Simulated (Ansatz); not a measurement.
The parent structure is Si (space group Ia-3, No. 206; a = 6.602 Å). Axes: x, y, z lie along the cube axes.

Method: plane-wave PAW DFT at the PBEsol level (Ansatz, an electronic-structure program, 420 eV), no SOC.

The change: the cell is scaled by 1.0147 in all directions, atoms relaxed at fixed cell.

**Question.** Predict the stress tensor and what it implies for the stiffness.

**Answer.** Stress of the strained cell less that of the base (GPa, compression positive):
```
   -3.6     0.0     0.0
    0.0    -3.6     0.0
    0.0     0.0    -3.6
```

Then B = −ΔP/(ΔV/V₀) with ΔV/V₀ = 0.0448 gives secant stiffness values (nonlinear terms included at this strain): B ≈ 80 GPa.

As a check, the harmonic strain energy −½ V₀ Δσ:ε is 8.9 meV/atom; the computed energy rise is 9.4 meV/atom.

Stability against distortions was not tested. This is not the structure that Si has at room temperature and ambient pressure.
